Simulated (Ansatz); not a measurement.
An Ansatz (a quantum-chemistry and plane-wave program) run: BN with a change (isotropic strain −2.40 %); PBE-D3(BJ)/PAW in Ansatz, no spin-orbit coupling.

Input:

Ansatz 0.2 input:
```yaml
crystal:
  lattice:
    - [2.4462863604, 0, 0]
    - [-1.2231431802, 2.118546133, 0]
    - [0, 0, 6.4559284301]
  atoms:
    - { symbol: B, position: [0.6666666667, 0.3333333333, 0.75] }
    - { symbol: B, position: [0.3333333333, 0.6666666667, 0.25] }
    - { symbol: N, position: [0.3333333333, 0.6666666667, 0.75] }
    - { symbol: N, position: [0.6666666667, 0.3333333333, 0.25] }
basis: { ecutwfc: 420, ecutrho_ratio: 4, xc_grid: 2, fft_grid_basis: typed }
kpoints: { mp_grid: { grid: [15, 15, 5] } }
hamiltonian:
  xc: pbe
  dispersion: d3bj
  pseudopotentials: { kind: paw }
scf: { occupations: { method: fermi_dirac, width: 0.05 }, convergence: { dr2_threshold: 0.0000000004 } }
relax: { f_tol: 0.005, max_steps: 50 }
output: { forces: true, stress: true }
checkpoint: { write: state.ck, write_every: 1000 }
```

Output:

```
Relaxation: its limit of steps is 50 (relax.max_steps)
WARN ansatz: RAYON_NUM_THREADS=1 ignored (pool sized by the plan → 1); use --threads N
Pseudopotentials: kind: paw
Pseudopotential: B, paw, valence charge 3
Pseudopotential: N, paw, valence charge 5
Functional definition: PBE
Crystal: 4 atoms, lattice volume = 33.458 Å³
Basis set: ecut = 420 eV, 639 PW (Γ), exchange–correlation on 36×36×90 points (8 copies of the dense FFT grid, shifted against one another)
Bands: 12, of which v1, the nominal top of the filled ones, is band 8 counted from 1 (7 counted from 0)
Symmetry: 24 space group operations
Space group: P63/mmc (ITA 194), of the structure as read, at distance tolerance 3.2e-5 Å
k-points: 81 of 1125
Initial density: superposition of atomic densities (neutral atoms: chi_scale 0, normalization atom), corrected by the library's trained network
Initial wavefunctions: pseudopotential atomic-orbital guess
Eigensolver: davidson
Functional: x = pbe(κ = 0.804, μ = 0.2195149727645171), c = pbe(β = 0.06672455060314922)
SCF iter   1: F=—  HF=-1085.220604 eV  |F-HF|=—  |Δ(HF+E_count)|=         —  Δρ=2.11e-3  dr2=7.11e-4  ethr=1.77e-3  ⟨swp⟩=6.5  Hψ=6033  notcnv=0
all-band conjugate gradients solve this SCF's bands
preconditioner: auto → none
SCF iter   2: F=—  HF=-1085.221591 eV  |F-HF|=—  |Δ(HF+E_count)|=   9.87e-4  Δρ=9.77e-4  dr2=1.07e-4  ethr=4.44e-6  ⟨swp⟩=2.4  Hψ=2264  notcnv=0
SCF iter   3: F=—  HF=-1085.221987 eV  |F-HF|=—  |Δ(HF+E_count)|=   3.96e-4  Δρ=2.17e-4  dr2=8.75e-6  ethr=6.72e-7  ⟨swp⟩=2.0  Hψ=1614  notcnv=0
SCF iter   4: F=—  HF=-1085.221991 eV  |F-HF|=—  |Δ(HF+E_count)|=   4.15e-6  Δρ=7.14e-5  dr2=6.55e-7  ethr=5.47e-8  ⟨swp⟩=2.0  Hψ=1602  notcnv=0
SCF iter   5: F=—  HF=-1085.221995 eV  |F-HF|=—  |Δ(HF+E_count)|=   3.87e-6  Δρ=1.62e-5  dr2=4.38e-8  ethr=4.09e-9  ⟨swp⟩=2.1  Hψ=1551  notcnv=0
SCF iter   6: F=-1085.221995 eV  HF=-1085.221995 eV  |F-HF|=1.32e-9  |Δ(HF+E_count)|=   1.08e-7  Δρ=1.36e-6  dr2=2.12e-10  ethr=2.50e-12  ⟨swp⟩=3.7  Hψ=4332  notcnv=0
SCF 1 converged in 6 iterations: F = -1085.221995 eV  dr2 = 2.12e-10
relax step   1: F+E_penalty+E_count = -1085.22199539 eV  Δ(F+E_penalty+E_count) = +0.000e0 eV  max|allowed force component| = 5.939e-16 eV/Å  Δτ_max = 0.0000 Å  (6 SCF iters, accepted)
the relaxation is at rest under the 24 symmetry operations that the run kept from its start: a minimum is not shown …
SCF converged after 6 iterations
Free energy (F): -1085.221995 eV
Harris-Foulkes:  -1085.221995 eV  (|F-HF|=1.32e-9)
Internal energy: -1085.221995 eV  (E = F + TS)
E sigma→0 (E₀):  -1085.221995 eV
Fermi energy:    7.722756 eV
--- Per-component energies (eV) ---
  E_band       = -28.968418
  E_kinetic    = 374.337466
  E_local      = -679.348206  (includes V_loc(G=0)·N_el)
  E_nonlocal   = 117.339783
  E_hartree    = 218.294708
  E_xc         = -186.270599
  E_vxc        = -231.213231  (∫ρ·V_xc dr)
  E_paw        = -414.529119  (= ΣΔE_a)
  E_vpaw       = -46.673866  (= ΣTr[D̂ρ^β])
  E_aug_tail   = 0.000196  (compensation charges beyond the density's cutoff)
  E_ewald      = -514.434336
  E_disp       = -0.611888  (pairwise vdW)
  E_smearing   = -0.000000  (= −TS)
  E_closure    = -0.000000  (closes the sum)
  Σ components = -1085.221995   (vs F -1085.221995, Δ=0.00e0)
  [band-id]    e_kinetic+e_local+e_nonlocal+2·e_hartree+e_vxc+e_vpaw+e_augmentation_tail = -28.968442   (vs E_band -28.968418, Δ=-2.39e-5)
--- Forces (eV/Å), atoms counted from 1 ---
  atom   1  B     -0.00000000    -0.00000000     0.00000000
  atom   2  B      0.00000000     0.00000000     0.00000000
  atom   3  N      0.00000000     0.00000000     0.00000000
  atom   4  N      0.00000000    -0.00000000     0.00000000
  max |Σ_I F_I| component: 5.55e-17 eV/Å
--- Stress (GPa, compression-positive) ---
       29.871105      -0.000000       0.000000
        0.000000      29.871105       0.000000
        0.000000       0.000000       0.743018
  P = ⅓ Tr σ = 20.1617 GPa (201.617 kbar)
  The stress holds the Pulay correction. Without it, at fixed plane waves, as pw.x and ABINIT print it: P = 19.5451 GPa
  The stress includes an estimate of the error left by incomplete SCF convergence (largest component -0.0001 GPa).
--- Band table ---
  band table: none
--- Relaxed structure (1 steps of the walk, 1 accepted, 0 SCFs on fresh bases) ---
  F+E_penalty+E_count = -1085.22199539 eV   max|allowed force component| = 5.939e-16 eV/Å
  atoms:
    - { symbol: B, position: [0.6666666666666665, 0.3333333333333333, 0.7499999999999999] }
    - { symbol: B, position: [0.3333333333333333, 0.6666666666666666, 0.24999999999999997] }
    - { symbol: N, position: [0.3333333333333333, 0.6666666666666666, 0.7499999999999999] }
    - { symbol: N, position: [0.6666666666666665, 0.3333333333333333, 0.24999999999999997] }
```

Whether these cells are dynamically stable was not tested. The cell was made from BN (space group P6_3/mmc, No. 194; layered, stacked along the Cartesian z axis) by this change: isotropic strain −2.40 %.
